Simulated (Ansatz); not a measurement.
Cu on the 1x1 (111) surface of fcc Al, one in a 1x1 cell, energies for each (7.1 Å²). Energies are against an atom of fcc Cu, without zero-point or thermal terms; each row is named by its start.

Method: PBE (plane waves to 420 eV, PAW; Ansatz, a quantum-chemistry and plane-wave program).

Model: 5-atom slab, 7.0 Å thick at the start under the adsorbate (thin: gaps and levels are the slab's own), 12x12x1 mesh, Fermi-Dirac 0.1 eV, dipole correction, 2 atoms held, the rest relaxed; each run with such symmetry as its start has; no spin, no spin-orbit, no U, no dispersion correction.

A negative adsorption energy means that the adsorbate is more stable on the surface than in its reference. Starts that drift may end in the same place. Heights count from the host atoms within 0.3 Å of the top one.

```
starting site                           E_ads (eV)  height (Å)  nearest host atom (Å)  bonded to  Δ work function (eV)  lateral drift (Å)
--------------------------------------  ----------  ----------  ---------------------  ---------  --------------------  -----------------
top Al                                         [?]        2.45                Al 2.45         Al                  0.40                0.0
hollow Al-Al-Al over Al at depth 2.3 Å         [?]        1.93                Al 2.54       3 Al                  0.47                0.0
hollow Al-Al-Al over Al at depth 4.6 Å        0.14        1.93                Al 2.54       3 Al                  0.44                0.0
bridge Al-Al (span 2.9 Å)                     0.14        1.93                Al 2.54       3 Al                  0.45                0.8
```

Task: Some entries are withheld; supply them.

Result: 
- top Al, E_ads (eV): 0.61
- hollow Al-Al-Al over Al at depth 2.3 Å, E_ads (eV): 0.17
